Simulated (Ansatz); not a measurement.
## PbZrO3 (Pbam, No. 55, 40 atoms in the cell; start mp-647557)

All values below come from PBEsol in Ansatz (plane waves, PAW).

Settings: plane-wave cutoff 520 eV, 6×4×4 k mesh (along the axes of the cell as run), Fermi–Dirac smearing 0.01 eV, scalar-relativistic PAW data made under PBE.

Cell (relaxed at this level):

Space group Pbam (No. 55); a = 5.8755 Å, b = 11.7708 Å, c = 8.1762 Å, α = 90.00°, β = 90.00°, γ = 90.00°

```json
[
 {"atom": "Zr", "site": "8i", "symmetry": "1", "x": "0.2414", "y": "0.1243", "z": "0.2503"},
 {"atom": "Pb", "site": "4h", "symmetry": "..m", "x": "0.1991", "y": "0.3763", "z": "0.5000"},
 {"atom": "Pb", "site": "4g", "symmetry": "..m", "x": "0.2085", "y": "0.3714", "z": "0.0000"},
 {"atom": "O", "site": "4e", "symmetry": "..2", "x": "0.0000", "y": "0.0000", "z": "0.2707"},
 {"atom": "O", "site": "8i", "symmetry": "1", "x": "0.0326", "y": "0.2619", "z": "0.2189"},
 {"atom": "O", "site": "4g", "symmetry": "..m", "x": "0.3006", "y": "0.0944", "z": "0.0000"},
 {"atom": "O", "site": "4f", "symmetry": "..2", "x": "0.0000", "y": "0.5000", "z": "0.2974"},
 {"atom": "O", "site": "4h", "symmetry": "..m", "x": "0.2759", "y": "0.1573", "z": "0.5000"}
]
```

* **band gap**: 2.68 eV (on the SCF k mesh)

Note: the relaxation could not lower the start's symmetry, so the cell can be a saddle point above a distorted one.

Spin–orbit coupling is not included; with these elements it can move the gap by several tenths of an eV or more.

The computed numbers hold no vibrational or temperature effects.

A start named mp-… is a Materials Project structure, which need not be a measured phase.

Ansatz is a program for electronic structure.
